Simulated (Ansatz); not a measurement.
Candidates: A. wurtzite AlN (72 sites, 2×2×2 shifted along c; N moves farthest, 1.82 Å); B. rutile TiO2 (72 sites, 2×2×2 shifted; N moves farthest, 2.95 Å); C. beta Ga2O3 (120 sites, 2×2×2 shifted; N moves farthest, 2.60 Å). All values below come from PBE, PAW (plane waves to 420 eV; Ansatz, a first-principles code).

Barriers are those of the lowest checked hop between equivalent sites, from the lowest site run (climbing-image NEB, static, fixed cells, no finite-size terms; on the finer meshes named, energies are single points at the band's geometries). One hop need not carry long-range diffusion, and untried routes could be lower. Saddle orders were checked for a part of the study's bands only and are not shown. Charge states are imposed.

Task: Rank these hosts by the lowest hop barrier of interstitial N, charge -1, lowest first.

Result: C (0.68 eV), A (1.38 eV), B (2.02 eV)
